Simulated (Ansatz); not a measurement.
# Quick settings and what they miss: AlSiMo₆ (Pm-3, 8 atoms in the cell)

Self-consistent single point.

```
AlSiMo6
1.0
    4.92866     0.00000     0.00000
    0.00000     4.92866     0.00000
    0.00000     0.00000     4.92866
Al Si Mo
1 1 6
Direct
  0.50000   0.50000   0.50000
  0.00000   0.00000   0.00000
  0.00000   0.50000   0.75176
  0.00000   0.50000   0.24824
  0.75176   0.00000   0.50000
  0.24824   0.00000   0.50000
  0.50000   0.75176   0.00000
  0.50000   0.24824   0.00000
```

Method of the run: PBEsol, default PAW files made with PBE (plane waves; Ansatz, a program for electronic structure).

Base settings: basis.ecutwfc = 420 eV; kpoints.mp_grid.grid = 6 6 6; hamiltonian.xc = pbesol; hamiltonian.pseudopotentials = {kind: paw} (the program's default PAW files); scf.occupations.method = fermi_dirac; scf.occupations.width = 0.05 eV.

Tight run (finer mesh or higher cutoff; not a proven limit): basis.ecutwfc: 420 eV → 590 eV; kpoints.mp_grid.grid: 6 6 6 → 9 9 9; scf.convergence.dr2_threshold: default (1e-07 eV) → 1e-09 eV. It gave Fermi level (on the code's own zero) 18.70 eV; pressure -5.66 GPa; largest force (vector length) 0.036 eV/Å.

Quick runs, as changes from the base:
- A: the base itself
- B: basis.ecutwfc: 420 eV → 250 eV; kpoints.mp_grid.grid: 6 6 6 → 1 1 1; hamiltonian.xc: pbesol → lda [LDA (PW92)]
- C: basis.ecutwfc: 420 eV → 210 eV; kpoints.mp_grid.grid: 6 6 6 → 8 8 8
- D: basis.ecutwfc: 420 eV → 250 eV; scf.occupations.method: fermi_dirac → methfessel_paxton; scf.occupations.width: 0.05 eV → 0.2 eV; scf.convergence.dr2_threshold: default (1e-07 eV) → 0.0001 eV
- E: kpoints.mp_grid.grid: 6 6 6 → 4 4 4; scf.occupations.method: fermi_dirac → cold; scf.occupations.width: 0.05 eV → 0.5 eV; scf.convergence.dr2_threshold: default (1e-07 eV) → 0.0001 eV
- F: basis.ecutwfc: 420 eV → 210 eV; kpoints.mp_grid.grid: 6 6 6 → 2 2 2; kpoints.mp_grid.shift: default → 0.5 0.5 0.5

Energies are extrapolated to zero smearing width, which holds to low order in the width alone.

Dashes: energy of B, another energy zero.

† marks runs with another functional, U, potentials or spin treatment: their distance from the tight run is not a convergence error alone.

The count of work is k-points × plane waves × bands × iterations; it is no time. 

Pressures in the table are Ansatz's without its Pulay estimate, at a fixed set of plane waves; the tight run's value above holds the estimate.

The starting cell comes from a database of computed structures (which also holds hypothetical and non-ambient phases and stackings), without a prior relaxation at this level. Its lattice was rescaled by a random factor within 2.5 % of one. Spin polarisation is off. In the base run, with a pressure of about -5 GPa the cell is away from its equilibrium volume at this level.

| run | energy less tight (meV/atom) | pressure less tight (GPa) | largest miss in a force vector (eV/Å) | count of work / tight |
|---|---|---|---|---|
| A | 5.0 | 0.26 | 0.000 | 0.27 |
| B† | – | -49.16 | 0.060 | 0.0060 |
| C | 1917.0 | -101.15 | 0.112 | 0.21 |
| D | 448.5 | -30.71 | 0.039 | 0.082 |
| E | 12.4 | 0.48 | 0.069 | 0.085 |
| F | 1683.5 | -99.80 | 0.212 | 0.0046 |

Among the runs at the tight run's level, the energy misses run from 5.0 to 1917.0 meV/atom.

Keys are those of Ansatz 0.2.
